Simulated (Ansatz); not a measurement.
Spacing of the highest filled and lowest empty level at the zone centre in eight small model glasses of hand-chosen composition and density, fast-quenched (anions pushed apart in CHGNet runs), each at its PBE geometry, by PBE and by HSE06 (Ansatz, a quantum-chemistry and plane-wave program, plane waves, PAW). The cells are the first eight to finish that balance their formal charges, show no moments and no lower geometry on charging where those were tested, and have a gap at both levels; defect levels can set the spacings, and exact exchange is cut at the cells' faces.

| cell | quench by | pressure (GPa) | levels at the gap | PBE (eV) | experiment, tabulated (eV) |
|---|---|---|---|---|---|
| In9Ga9Zn9O37Li2 | CHGNet | 1.6 | localised at the filled edge | 0.94 | - |
| Al28O45B2 | CHGNet | 0.1 | localised at the filled edge | 3.58 | - |
| Ga24O38Hf | CHGNet | 3.1 | localised at the filled edge | 2.03 | - |
| Si24O51Sc2 | CHGNet | -2.0 | localised at both edges | 3.12 | - |
| Si30N44Zr3 | CHGNet | 0.1 | localised at both edges | 2.41 | - |
| Hf18O39Sc2 | CHGNet | 0.0 | localised at the filled edge | 3.59 | - |
| Zr20O41K2 | CHGNet | 0.1 | localised at the filled edge | 3.42 | - |
| Ga24O37Li2 | CHGNet | 0.5 | localised at the filled edge | 1.32 | - |

What does HSE06 give, and how does it move these values against PBE?

In9Ga9Zn9O37Li2 2.53, Al28O45B2 5.29, Ga24O38Hf 3.73, Si24O51Sc2 5.08, Si30N44Zr3 3.68, Hf18O39Sc2 5.13, Zr20O41K2 4.90, Ga24O37Li2 3.01 eV. It raises them by +1.27 to +1.95 eV, +1.62 eV on average. A straight line through the eight gives HSE06 = 1.01 × PBE +1.60 eV, with a scatter of 0.19 eV.
